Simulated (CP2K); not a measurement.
Band structure of LuGa5Co (P4/mmm, 7 atoms in the cell).

```
LuGa5Co
1.0
    4.20530     0.00000     0.00000
    0.00000     4.20530     0.00000
    0.00000     0.00000     6.75100
Lu Ga Co
1 5 1
Direct
  0.00000   0.00000   0.00000
  0.00000   0.50000   0.30773
  0.00000   0.50000   0.69227
  0.50000   0.00000   0.30773
  0.50000   0.00000   0.69227
  0.50000   0.50000   0.00000
  0.00000   0.00000   0.50000
```

Method of the run: PBEsol, GPW, DZVP-MOLOPT-SR-GTH basis, GTH-PBE potentials (GTH_POTENTIALS) run with CP2K.

Settings: CUTOFF = 600 Ry; REL_CUTOFF = 50 Ry; SMEAR/METHOD = FERMI_DIRAC; ELECTRONIC_TEMPERATURE = 1160.45 K; KPOINTS/SCHEME = MONKHORST-PACK 5 5 3; XC_FUNCTIONAL = PBE:PBESOL; Lu/BASIS_SET = DZVP-MOLOPT-SR-GTH; Lu/POTENTIAL = GTH-PBE-q25; Ga/BASIS_SET = DZVP-MOLOPT-SR-GTH; Ga/POTENTIAL = GTH-PBE-q13; Co/BASIS_SET = DZVP-MOLOPT-SR-GTH; Co/POTENTIAL = GTH-PBE-q17; METHOD = GPW; EPS_DEFAULT = 1e-10.

The starting cell comes from a database of computed structures (which also holds hypothetical and non-ambient phases and stackings), without a prior relaxation at this level. Spin-orbit coupling is off. Spin polarisation is off. Values carry the incompleteness of an atom-centred basis. The potentials were made for another functional than the one used.

Levels in eV from the Fermi level, bands 50 to 55:
```csv
point,50,51,52,53,54,55
Γ,-1.94,-1.36,-0.69,0.68,0.68,1.15
X,-1.42,-1.30,-0.93,0.14,0.98,1.42
M,-2.63,-2.46,-1.67,-1.32,-0.92,-0.92
Z,-2.23,-1.35,-0.93,0.13,0.13,0.19
R,-1.77,-1.49,-1.26,-0.71,0.18,0.40
A,-1.56,-1.56,-1.26,-1.12,-1.12,-0.92
```

Bands cross the Fermi level along this path, so the cell is metallic at this level.

Higher empty bands are left out: an atom-centred basis made for the valence describes them poorly.
